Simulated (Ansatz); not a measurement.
A self-consistent single point of a (100) slab of SnO2 (cut from a parent of space group no. 58; 12 atoms in the cell) with Ansatz (an electronic-structure program).

Method of the run: LDA (PW92), default PAW files made with PBE (plane waves; Ansatz).

The change in words: vacuum of 4 angstrom (first run: 14 Å). Reference geometry:
```
CELL_PARAMETERS angstrom
      4.88118     0.00000     0.00000
      0.00000     3.25062     0.00000
      0.00000     0.00000    23.20280
ATOMIC_POSITIONS crystal
  Sn 0.50000 0.50000 0.34477
  Sn 0.00000 0.00000 0.44826
  O  0.32104 0.00000 0.30169
  O  0.67896 0.00000 0.38785
  O  0.17896 0.50000 0.40518
  O  0.82104 0.50000 0.49134
  Sn 0.50000 0.50000 0.55174
  Sn 0.00000 0.00000 0.65523
  O  0.32104 0.00000 0.50866
  O  0.67896 0.00000 0.59483
  O  0.17896 0.50000 0.61215
  O  0.82104 0.50000 0.69831
```

Reference input (self-consistent single point, DFT, LDA (PW92), plane waves, default PAW files made with PBE): basis.ecutwfc = 420 eV; kpoints.mp_grid.grid = 3 5 1; hamiltonian.xc = lda; hamiltonian.pseudopotentials = {kind: paw} (the program's default PAW files); scf.occupations.method = fermi_dirac; scf.occupations.width = 0.05 eV. This run's input differs from it in these lines:

Ansatz 0.2 input:
```diff
@@ -5,16 +5,16 @@
     - [0.000000, 3.250623, 0.000000]
-    - [0.000000, 0.000000, 23.202802]
+    - [0.000000, 0.000000, 13.202788]
   atoms:
-    - { symbol: Sn, position: [0.500000, 0.500000, 0.344768] }
-    - { symbol: Sn, position: [0.000000, 0.000000, 0.448256] }
-    - { symbol: O, position: [0.321040, 0.000000, 0.301688] }
-    - { symbol: O, position: [0.678960, 0.000000, 0.387850] }
-    - { symbol: O, position: [0.178960, 0.500000, 0.405175] }
-    - { symbol: O, position: [0.821040, 0.500000, 0.491338] }
-    - { symbol: Sn, position: [0.500000, 0.500000, 0.551744] }
-    - { symbol: Sn, position: [0.000000, 0.000000, 0.655232] }
-    - { symbol: O, position: [0.321040, 0.000000, 0.508662] }
-    - { symbol: O, position: [0.678960, 0.000000, 0.594825] }
-    - { symbol: O, position: [0.178960, 0.500000, 0.612150] }
-    - { symbol: O, position: [0.821040, 0.500000, 0.698312] }
+    - { symbol: Sn, position: [0.500000, 0.500000, 0.227193] }
+    - { symbol: Sn, position: [0.000000, 0.000000, 0.409064] }
+    - { symbol: O, position: [0.321040, 0.000000, 0.151483] }
+    - { symbol: O, position: [0.678960, 0.000000, 0.302906] }
+    - { symbol: O, position: [0.178960, 0.500000, 0.333353] }
+    - { symbol: O, position: [0.821040, 0.500000, 0.484777] }
+    - { symbol: Sn, position: [0.500000, 0.500000, 0.590936] }
+    - { symbol: Sn, position: [0.000000, 0.000000, 0.772807] }
+    - { symbol: O, position: [0.321040, 0.000000, 0.515223] }
+    - { symbol: O, position: [0.678960, 0.000000, 0.666647] }
+    - { symbol: O, position: [0.178960, 0.500000, 0.697094] }
+    - { symbol: O, position: [0.821040, 0.500000, 0.848517] }
 basis:
```

The program printed (abridged):

```
SCF iter   1: F=—  HF=-27956.898008 eV  |F-HF|=—  |Δ(HF+E_count)|=         —  Δρ=1.57e-2  dr2=4.58e-1  ethr=1.77e-3  ⟨swp⟩=6.2  Hψ=1566  notcnv=0  defer=5
all-band conjugate gradients solve this SCF's bands
preconditioner: auto → Resta (q_TF=auto, 2.428 Å⁻¹)
SCF iter   2: F=—  HF=-27956.780537 eV  |F-HF|=—  |Δ(HF+E_count)|=   1.17e-1  Δρ=5.09e-3  dr2=2.64e-2  ethr=4.40e-4  ⟨swp⟩=2.2  Hψ=598  notcnv=0  defer=41
   [... lines left out ...]
SCF iter   7: F=—  HF=-27956.771856 eV  |F-HF|=—  |Δ(HF+E_count)|=   3.89e-5  Δρ=5.47e-5  dr2=7.23e-6  ethr=5.77e-8  ⟨swp⟩=2.0  Hψ=483  notcnv=0  defer=41
SCF iter   8: F=—  HF=-27956.771859 eV  |F-HF|=—  |Δ(HF+E_count)|=   2.69e-6  Δρ=3.21e-5  dr2=2.01e-6  ethr=6.95e-9  ⟨swp⟩=2.0  Hψ=514  notcnv=0  defer=41
SCF iter   9: F=—  HF=-27956.771858 eV  |F-HF|=—  |Δ(HF+E_count)|=   1.24e-7  Δρ=1.54e-5  dr2=4.46e-7  ethr=1.93e-9  ⟨swp⟩=2.0  Hψ=511  notcnv=0  defer=41
SCF iter  10: F=-27956.771858 eV  HF=-27956.771858 eV  |F-HF|=3.11e-8  |Δ(HF+E_count)|=   4.62e-8  Δρ=3.81e-6  dr2=4.33e-8  ethr=9.62e-11  ⟨swp⟩=15.3  Hψ=1892  notcnv=0
SCF 1 converged in 10 iterations: F = -27956.771858 eV  dr2 = 4.33e-8
Free energy (F): -27956.771858 eV
Internal energy: -27956.771836 eV  (E = F + TS)
E sigma→0 (E₀):  -27956.771847 eV
Entropy (-TS):   -0.000023 eV (-0.002 meV/atom)
Fermi energy:    4.446824 eV
--- Forces (eV/Å), atoms counted from 1 ---
  atom   1  Sn    -2.53743293     0.00000000    -0.12999553
  atom   2  Sn     0.27526098    -0.00000000     0.05436769
  atom   3  O      1.70836769    -0.00000000     0.97646951
  atom   4  O      0.69151587     0.00000000    -0.09652531
  atom   5  O     -0.10522632     0.00000000     0.29866048
  atom   6  O     -0.03245547     0.00000000    -0.19500397
  atom   7  Sn     0.27526098    -0.00000000    -0.05436769
  atom   8  Sn    -2.53743293     0.00000000     0.12999553
   [... lines left out ...]
  atom  12  O      1.70836769    -0.00000000    -0.97646951
--- Stress (GPa, compression-positive) ---
       -7.565737       0.000000       0.000000
        0.000000     -15.855172       0.000000
        0.000000       0.000000      -7.177698
  P = ⅓ Tr σ = -10.1995 GPa (-101.995 kbar)
  The stress holds the Pulay correction. Without it, at fixed plane waves, as pw.x and ABINIT print it: P = -10.9656 GPa
```

The run converged in 10 iterations. Against the reference run the free energy falls by 1.8 meV/atom, the largest force goes from 2.556 to 2.541 eV/Å and the gap on the mesh goes from 1.031 to 0.987 eV.

The starting cell comes from a database of computed structures (which also holds hypothetical and non-ambient phases and stackings), without a prior relaxation at this level. The slab is cut from that crystal, and its faces are unrelaxed. Its lattice was rescaled by up to half a per cent. Spin polarisation is off, though cut faces can carry moments; a gap of a slab can lie between surface states. Forces in this geometry exceed 1 eV/Å.
